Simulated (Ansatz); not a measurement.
C (model structure, I4/mmm, No. 139, 4 atoms in the cell), treated with r²SCAN in Ansatz (PAW).

Numerical settings: plane-wave cutoff 560 eV, 16×16×16 k mesh, Fermi–Dirac smearing 0.01 eV, scalar-relativistic PAW data made under PBE.

Cell (relaxed at this level):

```
CELL_PARAMETERS angstrom
     -2.18226     2.18226     1.25080
      2.18226    -2.18226     1.25080
      2.18226     2.18226    -1.25080
ATOMIC_POSITIONS crystal
  C  0.18030 0.18030 0.36060
  C  0.18030 0.81970 0.00000
  C  0.81970 0.18030 0.00000
  C  0.81970 0.81970 0.63940
```

Q: What does this level give for the band gap, smallest direct gap on the k points sampled and direct gap at Γ?

A: 
- band gap: 2.66 eV (indirect)
- smallest direct gap on the k points sampled: 4.96 eV
- direct gap at Γ: 5.67 eV

Note: the relaxation could raise the start's symmetry but not lower it, so the cell can be a saddle point.

Static lattice: no zero-point or thermal effects.

It cost about 13 core-seconds (a rough figure) of CPU time.

A model structure was made by putting elements into a prototype or built by hand; it is no filed structure, need not be a known phase, and can be a saddle point held by its symmetry.

Ansatz is a first-principles code.
